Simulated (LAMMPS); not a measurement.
LAMMPS 22 Jul 2025, classical MD, Born-Mayer-Huggins in the Tosi-Fumi form: NaCl, 2744 atoms.

```
Quantity                                                                                        Result
-----------------------------------------------  -----------------------------------------------------
task                                                                                           MD, nve
potential                                                     Born-Mayer-Huggins in the Tosi-Fumi form
copies of the repeat unit                                                                        7×7×7
shape (slab and sphere leave vacuum in the box)                                                   bulk
steps                                                                                              200
timestep                                                                                          2 fs
neighbor skin                                                                                      2 Å
neigh_modify                                                                 every 1 delay 0 check yes
thermo                                                                                              50
kspace_style                                                                                      pppm
pair cutoff                                                                                       10 Å
newton                                                                                    on (default)
atom_modify sort (bins of 2 Å where set)                                                1000 (default)
comm_style                                                                             brick (default)
box                                                                               39.5 × 39.5 × 39.5 Å
start                                            generated rock salt lattice, warmed in an untimed run
```

All runs start from one configuration, warmed at this fixed volume for 1000 steps under a thermostat at 600 K. The reference run has a mean temperature of 606 K and a mean pressure of 1.4 GPa.

Differences are taken against the run with kspace_accuracy = 1e-08, kspace_modify order 7; no run here is proven converged. Single runs; times are not shown.

Settings tried, all else as in the reference:
- kspace_accuracy = 0.0001, kspace_modify order 5 diff ik (default)
- kspace_accuracy = 0.1, kspace_modify order 5 diff ik (default)
- kspace_accuracy = 0.01, kspace_modify order 5 diff ik (default)
- kspace_accuracy = 1e-05, kspace_modify order 5 diff ik (default)
- kspace_accuracy = 0.001, kspace_modify order 5 diff ik (default)
- kspace_accuracy = 1e-06, kspace_modify order 5 diff ik (default)

Q: Which settings reproduce the reference to 1.0 meV/atom in energy, 10 meV/Å in forces on 48 atoms (largest component)?

A: Within it: kspace_accuracy = 1e-06, kspace_modify order 5 diff ik (default); kspace_accuracy = 1e-05, kspace_modify order 5 diff ik (default); kspace_accuracy = 0.0001, kspace_modify order 5 diff ik (default). Outside: kspace_accuracy = 0.001, kspace_modify order 5 diff ik (default); kspace_accuracy = 0.01, kspace_modify order 5 diff ik (default); kspace_accuracy = 0.1, kspace_modify order 5 diff ik (default).

| setting | k-space grid | energy against the reference | difference in forces on 48 atoms (largest component) |
|---|---|---|---|
| the reference | 80×80×80 | — | — |
| kspace_accuracy = 1e-06, kspace_modify order 5 diff ik (default) | 64×64×64 | −0.0026 meV/atom | 0.024 meV/Å |
| kspace_accuracy = 1e-05, kspace_modify order 5 diff ik (default) | 40×40×40 | −0.033 meV/atom | 0.18 meV/Å |
| kspace_accuracy = 0.0001, kspace_modify order 5 diff ik (default) | 24×24×24 | −0.46 meV/atom | 1.3 meV/Å |
| kspace_accuracy = 0.001, kspace_modify order 5 diff ik (default) | 15×15×15 | −5.4 meV/atom | 9.1 meV/Å |
| kspace_accuracy = 0.01, kspace_modify order 5 diff ik (default) | 9×9×9 | −60 meV/atom | 54 meV/Å |
| kspace_accuracy = 0.1, kspace_modify order 5 diff ik (default) | 3×3×3 | −1700 meV/atom | 430 meV/Å |

Total energies are compared; such shifts often cancel in part in energy differences. Energies and forces are those of the first step; by LAMMPS's own estimate the reference reaches a relative force accuracy of 1e-07. The tolerance is a choice made for this comparison.
